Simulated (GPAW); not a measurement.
# Equation of state of bcc Mo (space group 229): energy against volume (GPAW, LDA)

```
CELL_PARAMETERS angstrom
     -1.51374     1.51374     1.51374
      1.51374    -1.51374     1.51374
      1.51374     1.51374    -1.51374
ATOMIC_POSITIONS crystal
  Mo 0.00000 0.00000 0.00000
```

Level of theory: LDA (Perdew-Wang 92), GPAW PAW datasets LDA (gpaw-data 1.0.1) (plane waves; GPAW). Settings: mode = pw; ecut = 585 eV; xc = LDA; kpts = 26 26 26; mesh shift (steps) = 0 0 0; occupations.name = fermi-dirac; occupations.width = 0.05 eV; nbands = -9; convergence.forces = 0.001 eV/Å; symmetry.symmorphic = false; symmetry.tolerance = 0.0005; maxiter = 120. The cell above is the first row's. The rows scale it uniformly. In all rows the k mesh is held. E is the free energy at the stated smearing, counted from the lowest row.

| V (Å^3/atom) | E (meV/atom) |
|---|---|
| 13.874 | ? |
| 14.176 | 45.22 |
| 14.478 | 17.50 |
| 14.779 | 2.85 |
| 15.081 | 0.00 |
| 15.383 | 7.80 |
| 15.684 | 25.23 |
| 15.986 | 51.36 |
| 16.287 | 85.32 |

Problem. Fit E against V with the third-order Birch-Murnaghan form, a cubic in V^(-2/3), and predict the withheld value at V = 13.874.

Solution. With u = V^(-2/3) - 0.163, the rows have u = 0.007725, 0.005343, 0.003049, 0.000825, -0.001326, -0.003402, -0.005418, -0.007365. Least squares gives E = 1.761 - 3068.26·u + 1124599·u² + 114937·u³. Residuals (row less fit): -0.003, 0.011, -0.014, 0.005, -0.007, 0.020, -0.019, 0.005; standard error 0.017 (degrees of freedom: 4). Its minimum lies at u = 0.001364, so V0 = (0.164364)^(-3/2) = 15.01. There d²E/du² = 2250000 and d³E/du³ = 689600, so B0 = (4/9) × 15.01^(-7/3) × 2250000 × 0.160218 = 288 GPa (the last factor turns the table's units into GPa), and B0' = 4 + (2/3) × 0.164364 × (689600)/2250000 = 4.0. The program's pressures in the fitted runs (not shown) pass through zero at V = 15.00, 0.05 % from this V0. At the withheld row, u = 0.010194, so E = 1.761 - 3068.26 × 0.010194 + 1124599 × 0.010194² + 114937 × 0.010194³ = 87.471 meV/atom. The calculation gives 87.46 meV/atom, 0.011 meV/atom below the prediction (under 0.05 % of the range of E in the table). The row lies outside the fitted rows, so this is an extrapolation. From the scatter of the fitted rows alone, a prediction at this place has a standard error of 0.050 meV/atom, so the miss is 0.2 times that.

Carrying the step between the two nearest rows on in a straight line would have given 72.94, off by 14.52; series whose last step already gives the withheld value aren't shown. The scan was laid around a cell of about the measured size, scaled by a guess for this functional. Spin polarisation is off. Cutoffs and mesh are single choices, not tested for convergence of this quantity. Series with a scatter that would blur these digits, or in which a gap closes, are not shown. Nor are scans whose minimum lies at an end fitted in this form.
